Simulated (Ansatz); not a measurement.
Take WO3 (space group P4/nmm, No. 129; a = 5.315 Å, c = 3.933 Å) as the base. Axes: x, y, z lie along a, b, c of the conventional cell.

Perturbation: uniaxial strain ε_yy = −1.82 %, all other strain components held at zero; the atoms relax in the strained cell.

Method: Ansatz (a first-principles code), PBEsol, PAW, cutoff 420 eV, no spin-orbit coupling.

Q: Give the band edges at the high-symmetry points of the new zone, measured from its valence-band maximum.

A: 
| point | valence edge (eV) | conduction edge (eV) |
|---|---|---|
| Γ | -0.01 | 0.58 |
| X | -0.90 | 3.20 |
| S | -1.43 | 1.71 |
| Y | -0.77 | 3.23 |
| Z | 0.00 | 0.59 |
| U | -0.62 | 3.49 |
| R | -0.32 | 3.93 |
| T | -0.61 | 3.48 |

The gap is 0.58 eV, indirect, Z → Γ.

Spin-orbit coupling, missing from the scalar runs, can matter with W. Whether these cells are dynamically stable was not tested. k-point labels follow each cell's own Brillouin zone.
